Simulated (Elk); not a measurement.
Band structure of Mo6IrRu (Pm-3, 8 atoms in the cell).

```
CELL_PARAMETERS angstrom
      5.07794     0.00000     0.00000
      0.00000     5.07794     0.00000
      0.00000     0.00000     5.07794
ATOMIC_POSITIONS crystal
  Mo 0.00000 0.50000 0.75076
  Mo 0.00000 0.50000 0.24924
  Mo 0.75076 0.00000 0.50000
  Mo 0.24924 0.00000 0.50000
  Mo 0.50000 0.75076 0.00000
  Mo 0.50000 0.24924 0.00000
  Ru 0.00000 0.00000 0.00000
  Ir 0.50000 0.50000 0.50000
```

Method: LDA (PW92), all-electron FP-LAPW, Elk's shipped species files, APW+lo basis with extra local orbitals (Elk 10.2.4).

Settings: xctype = 3; rgkmax = 7.5; stype = 0; swidth = 0.00999582 Ha; ngridk = 5 5 5; gmaxvr = 16 1/bohr; nxlo = 2; lorbcnd = true; rmtscf = 0.86; lmaxi = 2.

The starting cell comes from a database of computed structures (which also holds hypothetical and non-ambient phases and stackings), without a prior relaxation at this level. Its lattice was rescaled by a random factor within 2.5 % of one. Spin-orbit coupling is off. Spin polarisation is off. Values depend on the basis (sphere radii, cutoffs, local orbitals), which need not be converged.

Levels in eV from the Fermi level, bands 61 to 68:
| point | 61 | 62 | 63 | 64 | 65 | 66 | 67 | 68 |
|---|---|---|---|---|---|---|---|---|
| Γ | -1.25 | -1.25 | -1.25 | 0.23 | 0.23 | 0.30 | 0.30 | 0.30 |
| X | -0.94 | -0.80 | -0.41 | -0.31 | -0.19 | -0.15 | 0.05 | 0.13 |
| M | -0.92 | -0.55 | -0.42 | 0.03 | 0.29 | 0.45 | 0.53 | 0.58 |
| R | -1.27 | -1.27 | 0.36 | 0.36 | 0.36 | 0.46 | 0.46 | 0.46 |

Bands cross the Fermi level along this path, so the cell is metallic at this level.
